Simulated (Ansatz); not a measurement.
The parent structure is TiO2 in the rutile structure (space group P4_2/mnm, No. 136; a = 4.643 Å, c = 2.964 Å).

The values are results of PBE (Ansatz, a program for electronic structure; PAW; 420 eV plane waves; without spin-orbit coupling), not measurements.

For the base:

Band gap: 1.86 eV
Valence-band top at Γ: 0.00, -0.43, -0.43 eV
Electron mass: 0.58 mₑ along c, 1.2 mₑ across (at Γ)
c/a ratio: 0.638

Now apply this change: a hydrostatic pressure of 9 GPa.

Problem. Predict the new band gap, valence-band top at Γ, electron mass and c/a ratio.

Solution. The band gap goes up by 0.03 eV (1.86 eV → 1.89 eV); the valence-band top at Γ (three highest levels, from the VBM) becomes 0.00, -0.47, -0.47 eV (base: 0.00, -0.43, -0.43 eV); the electron mass changes from 0.58 mₑ along c, 1.2 mₑ across (at Γ) to 0.56 mₑ along c, 1.1 mₑ across (at Γ); the c/a ratio increases by 0.006 (0.638 → 0.644).

Load acts through the strain it causes; cell and atoms are relaxed under it. Effective masses come from finite differences of ±0.01 Å⁻¹. Whether these cells are dynamically stable was not tested. No other phases were tried under pressure. The final runs are not spin-polarised.
